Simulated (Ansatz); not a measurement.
# VO2 in the rutile structure (space group P4_2/mnm, No. 136; ferromagnetic)

```cif
data_O4V2
_chemical_formula_sum 'V2 O4'
_space_group_name_H-M_alt 'P 1'
_space_group_IT_number 1
_cell_length_a 4.58361
_cell_length_b 4.58361
_cell_length_c 2.83861
_cell_angle_alpha 90.000
_cell_angle_beta 90.000
_cell_angle_gamma 90.000
loop_
_space_group_symop_operation_xyz
  'x, y, z'
loop_
_atom_site_label
_atom_site_type_symbol
_atom_site_fract_x
_atom_site_fract_y
_atom_site_fract_z
_atom_site_occupancy
V1 V 0.00000 0.00000 0.50000 1
V2 V 0.50000 0.50000 0.00000 1
O1 O 0.30002 0.30002 0.50000 1
O2 O 0.69998 0.69998 0.50000 1
O3 O 0.80002 0.19998 0.00000 1
O4 O 0.19998 0.80002 0.00000 1
```

All numbers come from Ansatz (a first-principles code) PBE, no SOC. Γ-centred 10×10×16 mesh, Fermi–Dirac width 0.05 eV.

```json
{
 "volume_per_atom": "9.94 Å³",
 "density": "4.62 g/cm³",
 "band_gap": "zero",
 "magnetic_state": "ferromagnetic",
 "total_energy": "-1349.792 eV/atom (σ→0; compares only within this code and set-up)"
}
```

Other magnetic orders, which the real material may have, were not ruled out. Stability against distortions was not tested. No Hubbard U is applied, and correlation can decide whether such a compound is a metal. The base started in Pnnm and relaxed to P4_2/mnm at this level.
